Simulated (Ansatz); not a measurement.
Ge well of 16 atomic layers along [001] in random Si0.2Ge0.8, interfaces graded over 4 layers

Prepared with Tersoff's 1989 multicomponent potential (SiCGe.tersoff) (LAMMPS): minimisation. Geometry as solved with PBE, support functions at accuracy medium on the grid of 370 eV in Ansatz (a program for electronic structure).

```xyz
720
Lattice="17.11 0.00 0.00 0.00 17.11 0.00 0.00 0.00 57.49" Properties=species:S:1:pos:R:3 pbc="T T T"
Si    -0.01    -0.01    -0.01
Ge     1.41     1.38     1.39
Ge     2.86     2.84    -0.01
Ge     4.30     4.25     1.44
Ge     2.84    -0.06     2.86
Ge     4.30     1.44     4.23
Ge     0.00     2.83     2.83
Ge     1.41     4.28     4.27
Ge     0.03    -0.04     5.64
Ge     1.39     1.45     7.11
Ge     2.85     2.85     5.68
Ge     4.30     4.26     7.12
Ge     2.86     0.05     8.55
Si     4.30     1.42     9.96
Si    -0.03     2.90     8.48
Ge     1.41     4.26     9.91
Ge    -0.02     0.01    11.37
Ge     1.45     1.41    12.80
Ge     2.87     2.83    11.34
Ge     4.24     4.31    12.81
Ge     2.89    -0.04    14.24
Ge     4.28     1.41    15.69
Ge     0.02     2.84    14.25
Ge     1.46     4.31    15.66
Ge     0.00     0.00    17.14
Ge     1.43     1.44    18.58
Ge     2.86     2.85    17.13
Ge     4.28     4.27    18.59
Ge     2.85     0.01    20.03
Ge     4.28     1.42    21.49
Ge     0.00     2.85    20.04
Ge     1.43     4.28    21.49
Ge     0.00    -0.01    22.93
Ge     1.42     1.42    24.38
Ge     2.85     2.85    22.94
Ge     4.28     4.28    24.39
Ge     2.85     0.00    25.84
Ge     4.28     1.43    27.29
Ge     0.00     2.85    25.84
Ge     1.43     4.28    27.29
Ge     0.00     0.00    28.74
Ge     1.42     1.43    30.20
Ge     2.85     2.85    28.74
Ge     4.28     4.28    30.20
Ge     2.85     0.00    31.65
Ge     4.27     1.43    33.11
Ge     0.00     2.85    31.65
Ge     1.43     4.28    33.10
Ge     0.00     0.00    34.56
Ge     1.41     1.43    36.02
Ge     2.85     2.85    34.57
Ge     4.28     4.27    36.01
Ge     2.86     0.00    37.45
Ge     4.30     1.40    38.91
Ge    -0.04     2.83    37.48
Ge     1.41     4.27    38.89
Ge    -0.04     0.03    40.30
Ge     1.41     1.43    41.76
Ge     2.86     2.85    40.33
Ge     4.29     4.29    41.76
Ge     2.84     0.00    43.19
Ge     4.30     1.42    44.61
Ge    -0.03     2.83    43.20
Ge     1.41     4.28    44.61
Si    -0.04     0.00    46.07
Ge     1.40     1.40    47.46
Ge     2.85     2.85    46.04
Ge     4.31     4.31    47.44
Ge     2.86     0.01    48.90
Ge     4.29     1.44    50.32
Ge    -0.02     2.85    48.89
Ge     1.42     4.28    50.32
Ge    -0.02    -0.02    51.77
Ge     1.42     1.41    53.21
Ge     2.85     2.85    51.76
Ge     4.30     4.28    53.19
Ge     2.84    -0.02    54.64
Ge     4.29     1.42    56.05
Ge    -0.02     2.84    54.65
Ge     1.42     4.28    56.05
Ge    -0.02     5.71    -0.02
Ge     1.42     7.13     1.42
Ge     2.85     8.57    -0.01
Ge     4.29     9.99     1.42
Ge     2.85     5.70     2.85
Ge     4.26     7.17     4.27
Ge    -0.01     8.55     2.89
Si     1.43     9.97     4.27
Ge    -0.06     5.70     5.69
Ge     1.44     7.16     7.05
Si     2.82     8.59     5.64
Ge     4.25     9.96     7.07
Ge     2.87     5.73     8.52
Si     4.27     7.11     9.96
Ge     0.00     8.56     8.50
Ge     1.43     9.96     9.96
Ge     0.03     5.72    11.40
Si     1.46     7.10    12.83
Ge     2.86     8.49    11.39
Ge     4.27     9.96    12.82
Si     2.83     5.72    14.22
Ge     4.25     7.10    15.65
Ge     0.04     8.52    14.23
Ge     1.43     9.98    15.70
Ge     0.01     5.70    17.14
Ge     1.43     7.13    18.59
Ge     2.86     8.55    17.13
Ge     4.28    10.00    18.57
Ge     2.85     5.70    20.04
Ge     4.28     7.13    21.48
Ge     0.00     8.56    20.04
Ge     1.43     9.99    21.48
Ge     0.00     5.70    22.94
Ge     1.43     7.13    24.39
Ge     2.85     8.56    22.93
Ge     4.28     9.98    24.39
Ge     2.85     5.71    25.84
Ge     4.28     7.13    27.29
Ge     0.00     8.56    25.84
Ge     1.43     9.98    27.29
Ge     0.00     5.70    28.74
Ge     1.42     7.13    30.19
Ge     2.85     8.55    28.74
Ge     4.28     9.98    30.20
Ge     2.85     5.70    31.65
Ge     4.28     7.13    33.10
Ge     0.00     8.55    31.65
Ge     1.43     9.98    33.10
Ge     0.00     5.70    34.56
Ge     1.42     7.13    36.00
Ge     2.85     8.55    34.55
Ge     4.28     9.98    36.00
Ge     2.85     5.70    37.45
Ge     4.29     7.12    38.90
Ge     0.00     8.55    37.46
Ge     1.43     9.98    38.90
Ge    -0.01     5.70    40.34
Ge     1.42     7.14    41.78
Ge     2.87     8.57    40.35
Si     4.28     9.96    41.76
Ge     2.86     5.71    43.20
Ge     4.33     7.11    44.64
Ge    -0.07     8.55    43.19
Ge     1.42     9.97    44.60
Ge    -0.04     5.72    46.02
Ge     1.41     7.12    47.47
Ge     2.86     8.55    46.05
Ge     4.32     9.95    47.50
Ge     2.87     5.72    48.90
Ge     4.30     7.18    50.33
Ge     0.00     8.55    48.91
Ge     1.44     9.96    50.37
Ge    -0.01     5.71    51.77
Ge     1.47     7.16    53.16
Si     2.87     8.56    51.75
Ge     4.27     9.96    53.17
Ge     2.87     5.71    54.62
Ge     4.30     7.12    56.07
Ge     0.01     8.57    54.61
Ge     1.41    10.01    56.07
Ge    -0.02    11.47     0.01
Si     1.38    12.85     1.46
Ge     2.82    14.22     0.04
Ge     4.32    15.63     1.44
Ge     2.80    11.41     2.84
Ge     4.26    12.89     4.24
Si     0.03    14.25     2.86
Si     1.43    15.62     4.25
Ge     0.01    11.42     5.62
Ge     1.45    12.86     7.05
Si     2.84    14.30     5.64
Ge     4.24    15.69     7.07
Ge     2.85    11.41     8.52
Ge     4.29    12.83     9.95
Ge     0.02    14.26     8.52
Ge     1.45    15.69     9.98
Ge     0.01    11.40    11.38
Ge     1.43    12.84    12.82
Ge     2.90    14.28    11.43
Si     4.31    15.66    12.85
Ge     2.86    11.41    14.26
Ge     4.30    12.87    15.67
Ge     0.00    14.26    14.25
Ge     1.43    15.67    15.70
Ge     0.02    11.43    17.16
Si     1.43    12.83    18.57
Ge     2.83    14.23    17.16
Ge     4.27    15.67    18.59
Ge     2.82    11.43    20.00
Ge     4.28    12.83    21.46
Ge     0.03    14.22    19.99
Ge     1.42    15.67    21.47
Ge     0.00    11.41    22.93
Ge     1.43    12.83    24.38
Ge     2.86    14.26    22.92
Ge     4.28    15.68    24.38
Ge     2.85    11.41    25.84
Ge     4.28    12.83    27.29
Ge     0.00    14.26    25.83
Ge     1.42    15.68    27.29
Ge     0.00    11.41    28.75
Ge     1.43    12.83    30.20
Ge     2.85    14.26    28.74
Ge     4.28    15.68    30.20
Ge     2.85    11.40    31.65
Ge     4.28    12.83    33.10
Ge     0.00    14.26    31.65
Ge     1.43    15.68    33.10
Ge     0.00    11.40    34.54
Ge     1.42    12.83    35.99
Ge     2.85    14.26    34.55
Ge     4.28    15.68    36.00
Ge     2.84    11.41    37.44
Ge     4.27    12.82    38.89
Ge     0.00    14.25    37.45
Ge     1.42    15.69    38.88
Ge    -0.03    11.37    40.35
Ge     1.42    12.82    41.77
Ge     2.85    14.26    40.33
Ge     4.31    15.71    41.76
Ge     2.88    11.37    43.16
Ge     4.28    12.83    44.61
Ge    -0.02    14.24    43.22
Ge     1.38    15.71    44.65
Ge    -0.02    11.42    46.02
Ge     1.41    12.82    47.48
Ge     2.84    14.26    46.05
Ge     4.30    15.69    47.47
Ge     2.86    11.39    48.92
Ge     4.30    12.83    50.34
Ge    -0.04    14.29    48.87
Ge     1.42    15.68    50.32
Ge    -0.01    11.42    51.77
Ge     1.42    12.84    53.22
Ge     2.85    14.25    51.76
Ge     4.28    15.67    53.20
Ge     2.86    11.40    54.62
Ge     4.29    12.83    56.07
Ge    -0.06    14.23    54.66
Ge     1.38    15.68    56.09
Ge     5.72    -0.02    -0.01
Ge     7.14     1.44     1.43
Ge     8.61     2.82    -0.03
Ge    10.01     4.29     1.43
Ge     8.60     0.02     2.86
Si    10.01     1.45     4.23
Si     5.71     2.84     2.82
Ge     7.13     4.27     4.19
Ge     5.73     0.01     5.68
Si     7.14     1.42     7.08
Ge     8.55     2.81     5.65
Ge     9.96     4.25     7.10
Ge     8.53     0.01     8.48
Ge     9.97     1.43     9.94
Ge     5.75     2.81     8.55
Si     7.11     4.27     9.95
Ge     5.65    -0.01    11.40
Ge     7.10     1.43    12.81
Ge     8.52     2.87    11.36
Ge     9.98     4.28    12.80
Ge     8.53     0.00    14.26
Ge     9.98     1.41    15.69
Ge     5.68     2.87    14.25
Ge     7.13     4.27    15.70
Ge     5.71    -0.03    17.14
Ge     7.12     1.41    18.59
Ge     8.55     2.84    17.14
Ge     9.98     4.28    18.59
Ge     8.56    -0.02    20.02
Ge     9.98     1.41    21.47
Ge     5.70     2.84    20.04
Ge     7.13     4.27    21.48
Ge     5.71     0.00    22.93
Ge     7.13     1.42    24.39
Ge     8.55     2.84    22.93
Ge     9.98     4.27    24.38
Ge     8.55     0.00    25.84
Ge     9.98     1.43    27.29
Ge     5.70     2.85    25.84
Ge     7.13     4.28    27.29
Ge     5.70     0.00    28.74
Ge     7.13     1.42    30.20
Ge     8.55     2.85    28.75
Ge     9.98     4.28    30.20
Ge     8.56     0.00    31.65
Ge     9.98     1.43    33.10
Ge     5.70     2.85    31.65
Ge     7.13     4.28    33.10
Ge     5.70     0.00    34.55
Ge     7.13     1.43    35.99
Ge     8.56     2.86    34.55
Ge     9.99     4.28    36.00
Ge     8.54     0.01    37.46
Ge     9.95     1.46    38.92
Ge     5.71     2.84    37.46
Ge     7.17     4.24    38.92
Si     5.70     0.01    40.34
Ge     7.14     1.42    41.73
Si     8.56     2.85    40.35
Ge     9.94     4.28    41.78
Ge     8.54    -0.02    43.22
Ge     9.96     1.46    44.64
Ge     5.73     2.87    43.20
Ge     7.17     4.32    44.66
Ge     5.76    -0.02    46.03
Ge     7.18     1.46    47.45
Si     8.57     2.89    46.05
Ge    10.00     4.26    47.47
Ge     8.60     0.04    48.93
Si    10.03     1.44    50.32
Ge     5.72     2.87    48.88
Ge     7.15     4.29    50.32
Ge     5.72     0.01    51.78
Ge     7.18     1.42    53.20
Ge     8.60     2.83    51.72
Ge     9.99     4.26    53.20
Ge     8.63    -0.01    54.64
Si    10.02     1.39    56.08
Ge     5.74     2.86    54.62
Ge     7.17     4.29    56.06
Ge     5.75     5.71     0.03
Si     7.17     7.09     1.44
Ge     8.56     8.50     0.00
Ge     9.94    10.02     1.41
Si     8.54     5.69     2.80
Ge     9.94     7.10     4.22
Ge     5.75     8.53     2.82
Ge     7.16    10.02     4.22
Ge     5.70     5.70     5.67
Ge     7.12     7.12     7.11
Ge     8.56     8.56     5.68
Ge    10.03     9.95     7.12
Ge     8.53     5.67     8.56
Ge    10.00     7.15     9.93
Ge     5.65     8.53     8.54
Ge     7.11     9.98     9.95
Ge     5.69     5.70    11.33
Ge     7.13     7.12    12.79
Ge     8.57     8.58    11.38
Ge     9.99    10.04    12.81
Ge     8.55     5.70    14.25
Ge     9.97     7.14    15.69
Ge     5.71     8.55    14.25
Ge     7.14     9.98    15.69
Ge     5.69     5.70    17.13
Ge     7.11     7.13    18.58
Ge     8.55     8.56    17.15
Ge     9.98     9.99    18.59
Ge     8.54     5.71    20.03
Ge     9.98     7.13    21.48
Ge     5.69     8.57    20.03
Ge     7.13     9.99    21.48
Ge     5.70     5.70    22.93
Ge     7.13     7.13    24.38
Ge     8.55     8.56    22.93
Ge     9.98     9.98    24.39
Ge     8.55     5.70    25.83
Ge     9.98     7.13    27.29
Ge     5.70     8.55    25.84
Ge     7.13     9.98    27.29
Ge     5.70     5.70    28.74
Ge     7.13     7.13    30.20
Ge     8.55     8.55    28.74
Ge     9.98     9.98    30.20
Ge     8.55     5.70    31.65
Ge     9.98     7.13    33.10
Ge     5.70     8.55    31.65
Ge     7.13     9.98    33.11
Ge     5.70     5.70    34.55
Ge     7.13     7.12    36.01
Ge     8.56     8.55    34.56
Ge     9.99     9.98    36.01
Ge     8.56     5.70    37.46
Ge     9.97     7.15    38.91
Ge     5.71     8.55    37.45
Ge     7.15     9.94    38.93
Ge     5.74     5.70    40.33
Ge     7.18     7.13    41.77
Si     8.56     8.54    40.33
Ge     9.96     9.95    41.74
Si     8.56     5.70    43.20
Ge     9.99     7.04    44.63
Ge     5.70     8.57    43.16
Ge     7.14     9.97    44.62
Si     5.75     5.73    46.07
Si     7.09     7.12    47.49
Ge     8.53     8.49    46.07
Ge     9.97     9.96    47.47
Ge     8.56     5.75    48.88
Si     9.94     7.14    50.34
Si     5.74     8.52    48.88
Ge     7.15     9.92    50.31
Ge     5.74     5.73    51.76
Ge     7.20     7.17    53.17
Si     8.60     8.54    51.72
Ge     9.98     9.97    53.15
Ge     8.61     5.74    54.65
Si    10.02     7.11    56.10
Ge     5.71     8.56    54.61
Ge     7.14     9.98    56.06
Ge     5.75    11.44     0.04
Si     7.14    12.84     1.47
Ge     8.55    14.23     0.03
Ge    10.03    15.70     1.40
Si     8.54    11.45     2.81
Ge     9.96    12.86     4.21
Si     5.74    14.23     2.83
Ge     7.14    15.64     4.25
Ge     5.70    11.42     5.66
Ge     7.17    12.85     7.06
Si     8.56    14.25     5.64
Ge     9.96    15.67     7.05
Ge     8.57    11.39     8.52
Ge    10.01    12.81     9.97
Ge     5.70    14.26     8.50
Ge     7.11    15.70     9.94
Ge     5.70    11.41    11.40
Ge     7.10    12.87    12.85
Ge     8.55    14.26    11.38
Ge     9.98    15.67    12.84
Ge     8.57    11.46    14.29
Si     9.96    12.87    15.73
Si     5.68    14.29    14.24
Ge     7.13    15.62    15.69
Ge     5.71    11.43    17.12
Ge     7.16    12.86    18.55
Si     8.57    14.23    17.10
Ge     9.95    15.64    18.54
Ge     8.55    11.41    20.03
Ge     9.98    12.83    21.49
Ge     5.72    14.26    20.02
Ge     7.13    15.68    21.48
Ge     5.69    11.41    22.93
Ge     7.12    12.83    24.38
Ge     8.55    14.26    22.94
Ge     9.98    15.68    24.39
Ge     8.55    11.41    25.84
Ge     9.98    12.83    27.29
Ge     5.70    14.26    25.84
Ge     7.13    15.68    27.29
Ge     5.70    11.40    28.74
Ge     7.13    12.83    30.19
Ge     8.55    14.26    28.74
Ge     9.98    15.68    30.20
Ge     8.55    11.40    31.65
Ge     9.98    12.83    33.10
Ge     5.70    14.26    31.64
Ge     7.13    15.68    33.10
Ge     5.70    11.41    34.56
Ge     7.13    12.83    36.01
Ge     8.55    14.26    34.56
Ge     9.97    15.69    36.01
Ge     8.55    11.39    37.46
Ge     9.99    12.83    38.89
Ge     5.71    14.26    37.46
Ge     7.11    15.71    38.93
Ge     5.68    11.37    40.35
Ge     7.12    12.83    41.77
Ge     8.56    14.26    40.34
Ge    10.01    15.66    41.80
Ge     8.57    11.41    43.19
Ge     9.98    12.88    44.62
Ge     5.74    14.29    43.22
Si     7.17    15.67    44.64
Ge     5.72    11.41    46.06
Ge     7.17    12.87    47.45
Si     8.55    14.29    46.02
Ge     9.96    15.66    47.46
Ge     8.57    11.41    48.91
Ge    10.00    12.80    50.39
Ge     5.74    14.27    48.90
Ge     7.16    15.69    50.35
Ge     5.75    11.40    51.77
Si     7.13    12.82    53.19
Ge     8.57    14.26    51.83
Si     9.99    15.71    53.19
Ge     8.54    11.41    54.59
Ge     9.97    12.83    56.03
Ge     5.73    14.23    54.60
Ge     7.16    15.66    56.05
Si    11.41     0.04     0.00
Si    12.75     1.42     1.42
Ge    14.19     2.82     0.03
Ge    15.66     4.27     1.42
Ge    14.21     0.01     2.80
Ge    15.66     1.41     4.26
Si    11.40     2.82     2.83
Ge    12.82     4.23     4.25
Ge    11.41     0.04     5.65
Si    12.83     1.42     7.08
Ge    14.26     2.85     5.74
Si    15.66     4.29     7.14
Ge    14.24     0.03     8.49
Ge    15.70     1.47     9.90
Ge    11.44     2.82     8.50
Ge    12.86     4.29     9.92
Ge    11.39    -0.01    11.38
Ge    12.83     1.42    12.81
Ge    14.27     2.86    11.38
Ge    15.70     4.28    12.82
Ge    14.22    -0.03    14.28
Ge    15.68     1.42    15.70
Ge    11.40     2.85    14.25
Ge    12.83     4.27    15.70
Ge    11.42    -0.04    17.11
Ge    12.83     1.40    18.58
Ge    14.25     2.85    17.14
Ge    15.69     4.27    18.58
Ge    14.26    -0.01    20.03
Ge    15.68     1.42    21.49
Ge    11.41     2.84    20.02
Ge    12.83     4.27    21.48
Ge    11.41     0.00    22.94
Ge    12.83     1.43    24.39
Ge    14.26     2.85    22.94
Ge    15.68     4.28    24.39
Ge    14.26     0.00    25.84
Ge    15.68     1.42    27.29
Ge    11.40     2.85    25.84
Ge    12.83     4.28    27.29
Ge    11.41     0.00    28.74
Ge    12.83     1.43    30.20
Ge    14.26     2.85    28.74
Ge    15.68     4.28    30.20
Ge    14.26     0.00    31.66
Ge    15.68     1.43    33.11
Ge    11.41     2.85    31.65
Ge    12.83     4.28    33.10
Ge    11.40     0.00    34.56
Ge    12.83     1.43    36.01
Ge    14.25     2.86    34.56
Ge    15.68     4.28    36.02
Ge    14.28     0.04    37.48
Si    15.65     1.46    38.92
Ge    11.40     2.85    37.46
Ge    12.85     4.25    38.91
Ge    11.40     0.02    40.34
Ge    12.86     1.47    41.74
Si    14.27     2.84    40.30
Ge    15.64     4.25    41.75
Ge    14.25     0.01    43.19
Ge    15.64     1.43    44.69
Ge    11.43     2.90    43.22
Si    12.83     4.28    44.67
Ge    11.39     0.00    46.05
Ge    12.81     1.47    47.48
Si    14.20     2.87    46.03
Ge    15.63     4.26    47.43
Ge    14.27    -0.02    48.86
Ge    15.66     1.42    50.33
Si    11.37     2.83    48.91
Ge    12.77     4.25    50.32
Ge    11.40     0.03    51.78
Si    12.81     1.42    53.21
Ge    14.19     2.82    51.78
Ge    15.66     4.25    53.19
Ge    14.22     0.02    54.60
Ge    15.66     1.39    56.09
Ge    11.40     2.80    54.64
Ge    12.79     4.28    56.08
Si    11.38     5.71    -0.02
Ge    12.80     7.13     1.37
Ge    14.23     8.59    -0.05
Ge    15.68     9.99     1.42
Ge    14.25     5.73     2.85
Si    15.67     7.12     4.26
Ge    11.38     8.57     2.82
Ge    12.84     9.99     4.26
Ge    11.39     5.69     5.68
Ge    12.85     7.10     7.14
Ge    14.27     8.52     5.67
Ge    15.68    10.00     7.07
Si    14.29     5.67     8.51
Ge    15.67     7.10     9.92
Si    11.42     8.53     8.53
Ge    12.78     9.98     9.95
Ge    11.42     5.70    11.37
Ge    12.83     7.13    12.82
Ge    14.25     8.55    11.36
Ge    15.70     9.96    12.81
Ge    14.26     5.70    14.26
Ge    15.69     7.14    15.70
Ge    11.40     8.57    14.25
Ge    12.81    10.00    15.70
Ge    11.40     5.71    17.14
Ge    12.84     7.13    18.59
Ge    14.26     8.57    17.14
Ge    15.69     9.99    18.59
Ge    14.26     5.70    20.03
Ge    15.68     7.13    21.49
Ge    11.41     8.56    20.03
Ge    12.83     9.98    21.49
Ge    11.40     5.70    22.93
Ge    12.83     7.13    24.38
Ge    14.26     8.56    22.94
Ge    15.68     9.98    24.39
Ge    14.25     5.70    25.84
Ge    15.68     7.13    27.29
Ge    11.40     8.55    25.84
Ge    12.83     9.98    27.29
Ge    11.40     5.70    28.74
Ge    12.83     7.13    30.20
Ge    14.26     8.56    28.74
Ge    15.68     9.98    30.20
Ge    14.26     5.70    31.65
Ge    15.68     7.12    33.10
Ge    11.41     8.55    31.65
Ge    12.83     9.98    33.10
Ge    11.41     5.70    34.55
Ge    12.83     7.13    36.01
Ge    14.26     8.55    34.56
Ge    15.69     9.98    36.00
Ge    14.25     5.71    37.47
Ge    15.66     7.16    38.93
Ge    11.42     8.56    37.47
Ge    12.87     9.95    38.93
Ge    11.41     5.70    40.34
Ge    12.86     7.14    41.76
Si    14.28     8.57    40.37
Si    15.65     9.96    41.75
Ge    14.24     5.68    43.24
Si    15.66     7.12    44.61
Ge    11.39     8.53    43.20
Ge    12.83     9.98    44.61
Si    11.42     5.64    46.04
Ge    12.78     7.09    47.45
Ge    14.25     8.51    46.03
Ge    15.67     9.97    47.47
Ge    14.22     5.67    48.90
Ge    15.65     7.12    50.33
Ge    11.37     8.52    48.93
Ge    12.79     9.99    50.36
Ge    11.35     5.72    51.74
Ge    12.80     7.13    53.20
Ge    14.23     8.56    51.78
Ge    15.66    10.00    53.21
Ge    14.23     5.69    54.62
Ge    15.67     7.14    56.03
Ge    11.39     8.56    54.68
Si    12.82     9.99    56.05
Ge    11.42    11.40    -0.04
Ge    12.81    12.86     1.43
Ge    14.27    14.26    -0.02
Ge    15.73    15.68     1.42
Ge    14.28    11.45     2.85
Si    15.73    12.86     4.22
Si    11.39    14.26     2.82
Ge    12.81    15.65     4.23
Ge    11.42    11.43     5.68
Si    12.84    12.84     7.07
Ge    14.27    14.21     5.65
Ge    15.68    15.67     7.09
Ge    14.21    11.42     8.49
Ge    15.67    12.82     9.94
Ge    11.42    14.24     8.47
Ge    12.83    15.69     9.93
Si    11.40    11.41    11.38
Ge    12.80    12.80    12.81
Ge    14.24    14.25    11.38
Ge    15.66    15.69    12.82
Ge    14.26    11.39    14.25
Ge    15.67    12.84    15.70
Ge    11.39    14.24    14.31
Si    12.82    15.67    15.69
Ge    11.37    11.44    17.12
Ge    12.82    12.84    18.58
Ge    14.23    14.28    17.12
Ge    15.68    15.67    18.58
Ge    14.25    11.41    20.03
Ge    15.69    12.83    21.47
Ge    11.39    14.26    20.02
Ge    12.82    15.68    21.48
Ge    11.40    11.41    22.94
Ge    12.84    12.83    24.38
Ge    14.26    14.26    22.92
Ge    15.68    15.68    24.38
Ge    14.26    11.41    25.84
Ge    15.68    12.83    27.29
Ge    11.41    14.26    25.84
Ge    12.83    15.68    27.29
Ge    11.40    11.41    28.74
Ge    12.83    12.83    30.20
Ge    14.26    14.26    28.74
Ge    15.68    15.68    30.20
Ge    14.25    11.41    31.65
Ge    15.68    12.84    33.10
Ge    11.40    14.26    31.65
Ge    12.83    15.68    33.11
Ge    11.40    11.41    34.55
Ge    12.83    12.83    36.00
Ge    14.26    14.26    34.56
Ge    15.68    15.69    36.02
Ge    14.26    11.39    37.45
Ge    15.67    12.82    38.90
Ge    11.41    14.27    37.44
Ge    12.83    15.71    38.89
Ge    11.41    11.39    40.34
Ge    12.81    12.85    41.80
Ge    14.23    14.26    40.33
Ge    15.68    15.68    41.76
Ge    14.29    11.40    43.18
Si    15.68    12.82    44.61
Si    11.41    14.25    43.20
Ge    12.81    15.67    44.59
Ge    11.40    11.41    46.04
Ge    12.84    12.84    47.47
Ge    14.30    14.26    46.02
Si    15.70    15.70    47.43
Ge    14.24    11.40    48.91
Ge    15.65    12.86    50.34
Ge    11.40    14.25    48.92
Ge    12.84    15.67    50.35
Si    11.41    11.39    51.79
Ge    12.82    12.84    53.17
Si    14.23    14.24    51.76
Ge    15.63    15.64    53.18
Ge    14.23    11.42    54.67
Si    15.65    12.83    56.07
Ge    11.38    14.31    54.60
Ge    12.81    15.73    56.08
```
